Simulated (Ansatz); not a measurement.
Density of states of TaAgS3 (Cmc2_1, 10 atoms in the cell).

```
CELL_PARAMETERS angstrom
      1.69872    -7.07610     0.00000
      1.69872     7.07610     0.00000
      0.00000     0.00000     7.79897
ATOMIC_POSITIONS crystal
  Ag 0.00200 0.99800 0.25000
  Ag 0.99800 0.00200 0.75000
  S  0.10700 0.89300 0.98500
  S  0.89300 0.10700 0.48500
  S  0.32500 0.67500 0.16400
  S  0.67500 0.32500 0.66400
  Ta 0.73790 0.26210 0.98800
  Ta 0.26210 0.73790 0.48800
  S  0.33200 0.66800 0.81400
  S  0.66800 0.33200 0.31400
```

Computed with PBEsol, default PAW files made with PBE (plane waves; Ansatz, a program for electronic structure).

SCF settings: basis.ecutwfc = 420 eV; kpoints.mp_grid.grid = 7 7 3; hamiltonian.xc = pbesol; hamiltonian.pseudopotentials = {kind: paw} (the program's default PAW files); scf.occupations.method = cold; scf.occupations.width = 0.1 eV. Keys of the DOS step: output.dos.nscf_kmesh.grid = 7 7 3.

The starting cell comes from a database of published, mostly measured structures (it also holds non-ambient and calculated ones), without a prior relaxation at this level. Its lattice was rescaled by a random factor within 2.5 % of one. Spin-orbit coupling is off. Spin polarisation is off.

Total DOS (both spins), as means of the tabulated values in each energy bin; the zero is the program's Fermi level or highest filled level, and the curve is cut to this window:

(E (eV), states/eV/cell): (-7.88, 0.00); (-7.62, 0.00); (-7.38, 0.00); (-7.12, 0.00); (-6.88, 0.48); (-6.62, 3.65); (-6.38, 7.89); (-6.12, 5.04); (-5.88, 7.10); (-5.62, 5.79); (-5.38, 6.94); (-5.12, 5.31); (-4.88, 9.58); (-4.62, 8.65); (-4.38, 9.50); (-4.12, 12.3); (-3.88, 18.0); (-3.62, 16.4); (-3.38, 12.9); (-3.12, 14.0); (-2.88, 13.2); (-2.62, 10.8); (-2.38, 8.29); (-2.12, 8.24); (-1.88, 6.19); (-1.62, 7.75); (-1.38, 7.56); (-1.12, 6.01); (-0.88, 6.73); (-0.62, 4.03); (-0.38, 1.35); (-0.12, 0.34); (0.12, 0.26); (0.38, 0.98); (0.62, 2.08); (0.88, 3.24)

Around zero the curve holds about 0.1 states/eV/cell.

Keys are those of Ansatz 0.2.
